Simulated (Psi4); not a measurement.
Psi4 1.11, PBE/def2-svpd: Y(OH)2(NH2) ([NH2][Y]([OH])[OH]), 8 atoms. The geometry is a generated start, not checked to be a minimum at this level.

```yaml
task: energy
method: pbe
basis: def2-svpd
memory: 3 GB
maxiter: 100
keys_of_the_molecule_block: symmetry c1
scf_type: df (default)
e_convergence: 1e-06 (default)
d_convergence: 1e-06 (default)
dft_radial_points: 75 (default)
dft_spherical_points: 302 (default)
effective_core_potentials: those of the basis set, past Kr
basis_functions: 132
grid_points: 174043
```

```xyz
8

Y     -0.7163     0.2128     0.1518
O     -0.8667    -1.6391    -0.5295
H     -1.5962    -1.9967    -1.0547
O     -0.0649     1.4797    -1.2296
H     -0.4983     2.2598    -1.5915
N      0.8843     0.0574     1.5278
H      1.6941     0.5550     1.1361
H      1.1642    -0.9289     1.5896
```

Charge 0 and multiplicity 1 are set for this test and not shown to be the ground state.

With the defaults (diis = true, scf_initial_accelerator = adiis, damping_percentage = 0, diis_max_vecs = 10, level_shift = 0, level_shift_cutoff = 0.01, diis_start = 1, guess = auto, which took SAD, soscf = false, soscf_start_convergence = 0.01) it converges in 11 SCF iterations. One run each on 2 threads, with these changes:
- diis_max_vecs = 20
- diis_start = 4
- damping_percentage = 20
- guess = gwh
- diis_max_vecs = 3
- diis = false, scf_initial_accelerator = none, damping_percentage = 60
- guess = sapgau
- soscf = true, soscf_start_convergence = 0.001
- level_shift = 0.5, level_shift_cutoff = 0.001

**Question.** Which of these changes keep the SCF from converging, or lead it to another solution?

**Answer.** No convergence: diis = false, scf_initial_accelerator = none, damping_percentage = 60 (the run ends without SCF convergence in 100 iterations). The rest reach the solution of the defaults.

```json
[
 {"setting": "soscf = true, soscf_start_convergence = 0.001", "SCF iterations": "9", "JK calls": "20", "end": "same solution"},
 {"setting": "level_shift = 0.5, level_shift_cutoff = 0.001", "SCF iterations": "10", "JK calls": "11", "end": "same solution"},
 {"setting": "the defaults", "SCF iterations": "11", "JK calls": "12", "end": "same solution"},
 {"setting": "diis_max_vecs = 20", "SCF iterations": "11", "JK calls": "12", "end": "same solution"},
 {"setting": "guess = gwh", "SCF iterations": "13", "JK calls": "13", "end": "same solution"},
 {"setting": "diis_start = 4", "SCF iterations": "18", "JK calls": "19", "end": "same solution"},
 {"setting": "guess = sapgau", "SCF iterations": "21", "JK calls": "21", "end": "same solution"},
 {"setting": "damping_percentage = 20", "SCF iterations": "25", "JK calls": "26", "end": "same solution"},
 {"setting": "diis_max_vecs = 3", "SCF iterations": "35", "JK calls": "36", "end": "same solution"},
 {"setting": "diis = false, scf_initial_accelerator = none, damping_percentage = 60", "SCF iterations": "100", "JK calls": "101", "end": "no convergence"}
]
```

An SOSCF iteration holds several JK calls; a Hückel guess adds calls on atoms. 1 further run of the study ended by our limits or in an error and is left out.
